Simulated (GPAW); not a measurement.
Worked example: self-consistent single point of NaSbF6 (Fm-3m, 8 atoms in the cell) in GPAW.

Method of the run: LDA (Perdew-Wang 92), GPAW PAW datasets LDA (gpaw-data 1.0.1) (plane waves; GPAW 25.7.0).

The change in words: lattice scaled by 0.98. Reference geometry:
```xyz
8
Lattice="0.0000 4.1077 4.1077 4.1077 0.0000 4.1077 4.1077 4.1077 0.0000" Properties=species:S:1:pos:R:3 pbc="T T T"
Na     4.1077     4.1077     4.1077
Sb     0.0000     0.0000     0.0000
F      4.1077     4.1077     6.3364
F      4.1077     4.1077     1.8790
F      6.3364     4.1077     4.1077
F      1.8790     4.1077     4.1077
F      4.1077     6.3364     4.1077
F      4.1077     1.8790     4.1077
```

Reference input (self-consistent single point, DFT LDA (Perdew-Wang 92), plane waves, GPAW PAW datasets LDA (gpaw-data 1.0.1)): mode = pw; ecut = 950 eV; xc = LDA; kpts = 5 5 5; mesh shift (steps) = 0 0 0; occupations.name = fermi-dirac; occupations.width = 0.01 eV; nbands = -8; convergence.density = 1e-05 e/electron; convergence.energy = 1e-05 eV/electron; convergence.bands = -6; symmetry.symmorphic = false. This run's input differs from it in these lines:

```diff
@@ -5,5 +5,5 @@
 atoms = Atoms(['Na', 'Sb', 'F', 'F', 'F', 'F', 'F', 'F'],
-              cell=[[0.000000, 4.107730, 4.107730],
-                    [4.107730, 0.000000, 4.107730],
-                    [4.107730, 4.107730, 0.000000]],
+              cell=[[0.000000, 4.025575, 4.025575],
+                    [4.025575, 0.000000, 4.025575],
+                    [4.025575, 4.025575, 0.000000]],
               scaled_positions=[[0.500000, 0.500000, 0.500000],
```

Output, abridged:

```
     iter     time        total  log10-change:
                         energy   eigst   dens
iter:   1 --:--:--   -44.529607   +0.41
iter:   2 --:--:--   -43.685204   -0.38  -1.12
iter:   3 --:--:--   -40.928063   -0.15  -1.17
iter:   4 --:--:--   -41.080260   -0.39  -1.47
iter:   5 --:--:--   -41.137597   -0.77  -1.62
   [... 3 lines left out ...]
iter:   9 --:--:--   -40.851599   -3.16  -2.44
iter:  10 --:--:--   -40.857307   -3.34  -2.67
iter:  11 --:--:--   -40.848628   -2.40  -2.47
iter:  12 --:--:--   -40.848434   -4.37  -3.32
iter:  13 --:--:--   -40.848431c  -5.41  -3.75
iter:  14 --:--:--   -40.848416c  -4.91  -3.79
iter:  15 --:--:--   -40.848447c  -4.79  -4.07
iter:  16 --:--:--   -40.848427c  -6.78  -3.69
iter:  17 --:--:--   -40.848407c  -5.25  -3.80
iter:  18 --:--:--   -40.848407c  -6.77  -4.16
iter:  19 --:--:--   -40.848404c  -7.29  -4.21
iter:  20 --:--:--   -40.848397c  -5.97  -4.25
iter:  21 --:--:--   -40.848397c  -7.24  -4.75
iter:  22 --:--:--   -40.848397c  -8.28c -4.89
iter:  23 --:--:--   -40.848397c  -8.47c -4.91
iter:  24 --:--:--   -40.848397c  -8.32c -4.99
iter:  25 --:--:--   -40.848397c  -8.42c -5.27c
Converged after 25 iterations.

Dipole moment: (-0.000000, -0.000000, -0.000000) |e|*Ang

Energy contributions relative to reference atoms: (reference = -196724.897603)

Kinetic:        +73.476264
Potential:      -64.245310
External:        +0.000000
XC:             -48.933956
Entropy (-ST):   -0.000000
Local:           -1.145394
SIC:             +0.000000
--------------------------
Free energy:    -40.848397
Extrapolated:   -40.848397

Showing only first 2 kpts
 Kpt  Band  Eigenvalues  Occupancy
  0    30     -3.33742    2.00000
  0    31     -3.33742    2.00000
  0    32      2.57285    0.00000
  0    33      6.61327    0.00000

  1    30     -3.45909    2.00000
  1    31     -3.33885    2.00000
  1    32      3.01448    0.00000
  1    33      6.64297    0.00000

Fermi level: -1.41896

Gap: 5.910 eV
Transition (v -> c):
   [... lines left out ...]
  2 F     0.00000   -0.00000   -0.84574
  3 F     0.00000   -0.00000    0.84574
  4 F    -0.84574   -0.00000   -0.00000
  5 F     0.84574    0.00000    0.00000
  6 F    -0.00000   -0.84574   -0.00000
  7 F     0.00000    0.84574    0.00000

Stress tensor:
    -0.020039     0.000000     0.000000
     0.000000    -0.020039     0.000000
     0.000000     0.000000    -0.020039
Stress (GPa, Voigt): [-3.2107 -3.2107 -3.2107  0.      0.      0.    ]
```

The run converged in 25 iterations. GPAW prints stress with tension positive. Against the reference run the free energy goes up by 10.2 meV/atom, the largest force goes from 0.124 to 0.846 eV/Å and the gap on the mesh goes from 5.302 to 5.910 eV.

At such cutoffs GPAW's stress carries a finite-basis (Pulay) error, which enters relaxed cells too; its log prints stress with tension positive.

The starting cell comes from a database of computed structures (which also holds hypothetical and non-ambient phases and stackings), without a prior relaxation at this level. Its lattice was rescaled by a random factor within 2.5 % of one. For this run, on top of that: lattice scaled by 0.98. Spin-orbit coupling is off.

Cost on one core of a shared machine: roughly 2 min.
